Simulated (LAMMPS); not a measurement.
Melts of Al (fcc) cooled to 300 K at several rates.

Model: classical MD, pair style meam, file MoCoNiVFeAlCr_2nn.meam, run in LAMMPS.

```
cooling rate (K/s)  energy above the crystal  state                  density       coordination number       rough cost
------------------  ------------------------  -----  -----------------------  ------------------------  ---------------
3e+12                          0.083 eV/atom  glass  2.56 g/cm³ (one sample)  10.9 (counted to 3.46 Å)  50 core-minutes
1e+13                          0.082 eV/atom  glass  2.56 g/cm³ (one sample)  11.0 (counted to 3.46 Å)  17 core-minutes
1e+14                          0.083 eV/atom  glass  2.56 g/cm³ (one sample)  11.2 (counted to 3.50 Å)  10 core-minutes
```

Costs are rough and include melting and analysis.
